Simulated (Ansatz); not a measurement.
Consider CdGeAs₂ in the chalcopyrite structure (space group I-42d, No. 122; a = 5.9420 Å, c = 11.3119 Å). Axes: x, y, z lie along a, b, c of the conventional cell.

Method: Ansatz (a first-principles code) PBEsol, no spin-orbit coupling.

The change: tensor shear ε_xz = +0.80 % (engineering shear γ = 0.0160), atoms relaxed at fixed cell.

Q: How does this affect the largest internal atomic displacement?

A: The largest internal atomic displacement is 0.013 Å.

Q: Estimate the effect on the energy relative to the base.

A: The energy goes up by 0.8 meV/atom.

Q: How does this affect the stress?

A: The stress (xx, yy, zz, yz, xz, xy; compression positive) amounts to (0.00, 0.00, 0.01, 0.00, -0.62, 0.00) GPa.

The cells carry an imposed strain or load. Whether these cells are dynamically stable was not tested.
